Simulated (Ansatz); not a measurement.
End structure of a constructed model of the (111) surface of fcc Ag, a layer of W in place of the second plane (bottom of the slab: a bare face, its two planes held):

```
CELL_PARAMETERS angstrom
      2.93338     0.00000     0.00000
     -1.46669     2.54038     0.00000
      0.00000     0.00000    28.50000
ATOMIC_POSITIONS crystal
  Ag 0.33333 0.66667 0.28632
  Ag 0.66667 0.33333 0.37036
  Ag 0.00000 0.00000 0.45475
  Ag 0.33333 0.66667 0.53894
  W  0.66667 0.33333 0.62178
  Ag 0.00000 0.00000 0.70426
```

Slab: 6 atoms, 12.2 Å thick at the start with caps and adatoms (thin: gaps and levels are the slab's own); k 15x15x1, smearing 0.1 eV, dipole-corrected; 2 atoms held, the rest relaxed; held to the start's symmetry, so lower structures may exist; no spin, no spin-orbit, no U. In PBE it lies 0.20 eV a 1x1 cell over the lowest computed structure of the same composition (a layer of W in place of the third plane).

What work function of the top face does PBE (Ansatz, a program for electronic structure) give?

4.18 eV
